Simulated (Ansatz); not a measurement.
The starting structures come from a database of crystals and need not be the phases stable at ambient conditions.

By PBEsol, the system below comes out a metal.

```
CELL_PARAMETERS angstrom
      3.10630     0.00000     0.00000
      0.00000     4.99225     0.00000
      0.00000     0.00000    11.03561
ATOMIC_POSITIONS crystal
  Nb 0.25000 0.26647 0.29697
  Nb 0.75000 0.73353 0.70303
  Nb 0.75000 0.76647 0.20303
  Nb 0.25000 0.23353 0.79697
  Nb 0.75000 0.24638 0.54628
  Nb 0.25000 0.75362 0.45372
  Nb 0.25000 0.74638 0.95372
  Nb 0.75000 0.25362 0.04628
  C  0.75000 0.01041 0.37554
  C  0.25000 0.98959 0.62446
  C  0.25000 0.51041 0.12446
  C  0.75000 0.48959 0.87554
```

Space group of this cell: Pnma. The cell is taken as given; by PBEsol its mean pressure is -8.7 GPa.

The current flows along the normal of the first two printed cell vectors. No spin-orbit coupling; the value is a mean over 0.1 eV about the Fermi level.

Q: Predict the ballistic conductance per area from PBEsol (Ansatz, a first-principles code).

A: 0.17 × 10¹⁵ S/m² for both spins.
